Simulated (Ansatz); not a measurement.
We consider Cu3Sn (P6₃/mmc, No. 194; cell taken from a computed entry), described by PBEsol (PAW; Ansatz, a program for electronic structure).

Excerpt of the program's output:

```
Relaxation: its limit of steps is 80 (relax.max_steps)
Crystal: 8 atoms, lattice volume = 112.842 Å³
Basis set: ecut = 520 eV, 3009 PW (Γ), exchange–correlation on 90×90×64 points (8 copies of the dense FFT grid, shifted against one another)
Bands: 86, of which v1, the nominal top of the filled ones, is band 71 counted from 1 (70 counted from 0)
Symmetry: 24 space group operations
Space group: P63/mmc (ITA 194), of the structure as read, at distance tolerance 4.8e-5 Å
k-points: 152 of 2016
Initial density: superposition of atomic densities (chi_scale 0.1, normalization cell, long waves kept (reshape's long-wave potential 0.00 eV rms))
Functional: x = pbesol(κ = 0.804, μ = 0.12345679012345678), c = pbesol(β = 0.046)
SCF iter   1: F=—  HF=-51438.795173 eV  |F-HF|=—  |Δ(HF+E_count)|=         —  Δρ=2.33e-1  dr2=3.88e1
SCF iter   2: F=—  HF=-51433.685219 eV  |F-HF|=—  |Δ(HF+E_count)|=    5.11e0  Δρ=6.36e-2  dr2=3.83e0
  ...
SCF 1 converged in 10 iterations: F = -51432.505724 eV  dr2 = 3.53e-9
Crystal: 8 atoms, lattice volume = 112.842 Å³
Initial density: handed on by an earlier stage of this run
SCF 2 converged in 6 iterations: F = -51432.506141 eV  dr2 = 1.59e-9
Crystal: 8 atoms, lattice volume = 112.842 Å³
SCF 3 converged in 6 iterations: F = -51432.506530 eV  dr2 = 8.91e-9
Crystal: 8 atoms, lattice volume = 112.842 Å³
SCF iter   9: F=-51432.506530 eV  HF=-51432.506530 eV  |F-HF|=0.00e0  |Δ(HF+E_count)|=    0.00e0  Δρ=1.77e-9  dr2=2.45e-15
SCF iter  10: F=-51432.506530 eV  HF=-51432.506530 eV  |F-HF|=1.46e-11  |Δ(HF+E_count)|=    0.00e0  Δρ=5.16e-10  dr2=1.82e-16
SCF 4 converged in 10 iterations: F = -51432.506530 eV  dr2 = 1.82e-16
SCF converged after 10 iterations
Free energy (F): -51432.506530 eV
Internal energy: -51432.488540 eV  (E = F + TS)
E sigma→0 (E₀):  -51432.497535 eV
Fermi energy:    15.950796 eV
--- Forces (eV/Å), atoms counted from 1 ---
  atom   1  Cu     0.00041782    -0.00024123     0.00000000
  atom   2  Cu    -0.00041782     0.00024123     0.00000000
  atom   3  Cu     0.00041782     0.00024123     0.00000000
  atom   4  Cu    -0.00041782    -0.00024123     0.00000000
  atom   5  Cu    -0.00000000     0.00048245     0.00000000
  atom   6  Cu     0.00000000    -0.00048245     0.00000000
  atom   7  Sn     0.00000000     0.00000000     0.00000000
  atom   8  Sn     0.00000000    -0.00000000     0.00000000
--- Stress (GPa, compression-positive) ---
       -2.379798       0.000000       0.000000
        0.000000      -2.379798       0.000000
        0.000000       0.000000      -2.379975
  P = ⅓ Tr σ = -2.3799 GPa (-23.799 kbar)
```

### Question
Write an input file that could have produced this run (the log leaves some choices open).

### Answer
Several could match; the one computed here: 
Ansatz 0.2 input:
```yaml
crystal:
  lattice:
    - [5.5232865658, 0.0, 0.0]
    - [-2.7616432829, 4.7833064784, 0.0]
    - [0.0, 0.0, 4.2711692667]
  atoms:
    - { symbol: Cu, position: [0.1556098603, 0.8443901397, 0.75] }
    - { symbol: Cu, position: [0.8443901397, 0.1556098603, 0.25] }
    - { symbol: Cu, position: [0.3112197205, 0.1556098603, 0.25] }
    - { symbol: Cu, position: [0.6887802795, 0.8443901397, 0.75] }
    - { symbol: Cu, position: [0.1556098603, 0.3112197205, 0.75] }
    - { symbol: Cu, position: [0.8443901397, 0.6887802795, 0.25] }
    - { symbol: Sn, position: [0.3333333333, 0.6666666667, 0.25] }
    - { symbol: Sn, position: [0.6666666667, 0.3333333333, 0.75] }
basis:
  ecutwfc: 520
  ecutrho_ratio: 4
  xc_grid: 2
kpoints:
  mp_grid: { grid: [12, 12, 14] }
hamiltonian:
  xc: pbesol
  dispersion: none
  pseudopotentials: { azcp: { folder: ./paw }, kind: paw }
scf:
  occupations: { method: fermi_dirac, width: 0.05 }
output:
  forces: true
  stress: true
  eigenvalues: true
relax:
  f_tol: 0.004
  escape_saddle: false
  max_steps: 80
  cell: { stress_tol: 0.02, fix: [volume] }
```

The cell is one volume of an energy–volume scan, off the minimum.

The PAW data were made under PBE.

Note: the relaxation could not lower the start's symmetry, so the cell can be a saddle point above a distorted one.

Cost on a shared machine: about 4 core-minutes (a rough figure).
